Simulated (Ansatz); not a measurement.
Structure of amorphous Nb$_{10}$Te$_{40}$ (periodic cell):

```xyz
50
Lattice="11.6958 -0.1437 -0.0542 -0.1437 11.0257 -0.2372 -0.0542 -0.2372 11.0311" Properties=species:S:1:pos:R:3 pbc="T T T"
Nb     6.3235     1.0717     6.3176
Nb     9.2074     0.2451    10.5692
Nb     6.4750     4.0182     4.6809
Nb     8.4829     8.5665     0.9391
Nb     3.4227     7.5011     1.6963
Nb     8.7796     3.8373     6.6989
Nb     2.1129     9.7866     8.4435
Nb     2.3475     6.5382     8.2908
Nb    11.2872     4.3397     2.3892
Nb     1.4052     2.1195     8.4053
Te     8.2223    10.0250     6.0748
Te     0.6393     0.1406     6.6157
Te     4.5764     5.4783     6.2298
Te     3.3548     2.7510    10.2820
Te     9.7042     5.1491     8.8837
Te     7.3267     2.4076    10.6416
Te     7.3928     6.0295     0.5875
Te     4.5127     8.3252     8.2175
Te     1.8172     2.6796     1.8459
Te     4.0356     5.6633    10.4064
Te     5.5019     6.3560     2.9912
Te    10.8003     5.0772     5.1963
Te     4.2587    -0.0557    10.5872
Te     7.6805     0.0552     1.8807
Te     7.4151     6.2992     6.1761
Te     2.1848     5.3552     3.0164
Te     8.6288     4.9162     3.0151
Te    11.5552     2.0721     3.8718
Te     1.0898     8.4995     3.0662
Te     3.4268    10.1105     2.6974
Te     2.6107     8.2760     6.0209
Te     1.7267     4.2374     6.6071
Te     1.6689     7.9723    10.6181
Te     6.9413    -0.2333     8.7862
Te     5.6533     2.8593     2.1641
Te    10.2314     1.6847     8.0121
Te     4.3204     2.2001     4.6142
Te     8.8019     7.8735     3.6286
Te     8.3516     1.9921     4.6814
Te    -0.0264     7.8663     7.6614
Te     5.6161     9.6977     4.7887
Te     9.1786     8.6008     9.3711
Te    10.1365     3.0675     0.2762
Te    10.8150     6.8527     1.1533
Te     0.7619     4.5732     9.7306
Te     6.3268     3.3881     7.8208
Te     5.5940     8.6351     0.1774
Te     0.5422     0.3687    10.4691
Te    10.3975    10.5205     1.7074
Te     3.7043     0.8522     7.4465
```

Method: PBE-D3(BJ), scalar-relativistic without spin-orbit coupling, PAW (Ansatz default set, large-core Te) (plane waves to 420 eV; Ansatz, a quantum-chemistry and plane-wave program).

It comes from a melt-quench run on a machine-learned potential (CHGNet), relaxed afterwards by DFT. The hot cell started wider than the set density and was brought back towards it in steps. It is the lowest in DFT energy of 3 quenches. It is a model cell: composition and starting density were chosen by hand, and all elements were melted together. The geometry includes D3(BJ) dispersion. Its density started from a set value of 6.50 and ended at 7.05 g/cm³. The quench (nominally 53 K/ps over its main leg) was far faster than any real one, so the model tends to hold more defects than a real film. One small periodic cell is one sample of the glass; other quenches scatter about these values. Volume and shape were free in the relaxation. On a 2×2×2 Γ-centred mesh force components of up to 0.37 eV/Å stay, since the relaxation ran on one k-point at (1/4, 1/4, 1/4).

Bonds are counted up to Nb-Nb 3.90 Å, Nb-Te 3.36 Å, Te-Te 3.31 Å.

Give the coordination numbers, mean bond lengths and angles.


```
Item                                                                       Result
-----------------------  --------------------------------------------------------
Mean coordination of Nb            8.50 (2 with 7, 3 with 8, 3 with 9, 2 with 10)
Mean coordination of Te  4.03 (1 with 2, 9 with 3, 20 with 4, 8 with 5, 2 with 6)
Mean Te-Te bond                              3.095 Å (spread 0.139 Å, 44 counted)
Mean Nb-Te bond                              2.861 Å (spread 0.099 Å, 73 counted)
Mean Nb-Nb bond                               3.387 Å (spread 0.199 Å, 6 counted)
Bond angle at Nb                                         mean 98.5°, spread 32.3°
Bond angle at Te                                         mean 98.4°, spread 31.7°
```
